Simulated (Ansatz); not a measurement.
Start from SiO2 in the rutile structure (space group P4_2/mnm, No. 136).

```
CELL_PARAMETERS angstrom
      4.19450     0.00000     0.00000
      0.00000     4.19450     0.00000
      0.00000     0.00000     2.67848
ATOMIC_POSITIONS crystal
  Si 0.00000 0.00000 0.00000
  Si 0.50000 0.50000 0.50000
  O  0.30606 0.30606 0.00000
  O  0.80606 0.19394 0.50000
  O  0.19394 0.80606 0.50000
  O  0.69394 0.69394 0.00000
```

Cartesian axes are those of the cell as printed.

Computed with plane-wave PAW DFT at the PBEsol level (Ansatz, a program for electronic structure, 420 eV), no spin-orbit coupling.

Strains are applied to the cell and any free atomic positions relax.

One change was made to it. Results:

The width of the top valence band shrinks by 0.048 eV (2.67 eV → 2.63 eV); the band gap decreases by 0.25 eV, from 5.35 eV to 5.10 eV.

Question: Name the change that was made.
(A) uniaxial strain ε_zz = +0.60 %
(B) uniaxial strain ε_zz = +3.00 %
(C) uniaxial strain ε_zz = +1.80 %
(D) uniaxial strain ε_zz = +1.20 %

Answer: D, uniaxial strain ε_zz = +1.20 %. For comparison, the band gap in the other runs: uniaxial strain ε_zz = +1.80 % gives 4.97 eV; uniaxial strain ε_zz = +0.60 % gives 5.23 eV; uniaxial strain ε_zz = +3.00 % gives 4.72 eV.

No phonon test of stability was made.
